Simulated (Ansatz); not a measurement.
The starting structures come from a database of crystals and need not be the phases stable at ambient conditions.

 Where the default PAW files enter, the runs use the earlier of Ansatz's two default sets.

**Evanescent states of KSb(PO₄)₂ (R-3, not sure to be the ambient phase, 12 atoms a cell, 14.6 Å³ an atom, -5 GPa at this level) along the normal of (001)**

All values below come from r2SCAN (plane waves, PAW; Ansatz, a program for electronic structure).

The gap is the functional's own, uncorrected, and κ follows it; spin-orbit coupling is left out. Mid-gap values are interpolated between the computed energies.

Energies count from the valence-band top; κ is the least over a 12×12 mesh across the current.

```
E (eV)  κ (1/Å)  where
------  -------  -----
0.09      0.195      Γ
0.26      0.318      Γ
0.42      0.391      Γ
0.59      0.444      Γ
0.77      0.469      Γ
0.94      0.470      Γ
1.10      0.469      Γ
1.27      0.468      Γ
1.45      0.464      Γ
1.61      0.460      Γ
1.78      0.453      Γ
1.96      0.445      Γ
2.12      0.435      Γ
2.29      0.423      Γ
2.46      0.408      Γ
2.63      0.390      Γ
2.81      0.369      Γ
2.98      0.341      Γ
3.15      0.305      Γ
3.31      0.253      Γ
3.48      0.158      Γ
```

### Question
How thick must the barrier be to attenuate the transmission by 10^6 when the electrodes' Fermi level lies at 2.46 eV, and what attenuation does that film give at 2.63 eV?

### Answer
d = 6 ln 10 / (2 × 0.408) = 16.9 Å. At 2.63 eV it gives 6 × 0.390/0.408 = 5.7 decades.
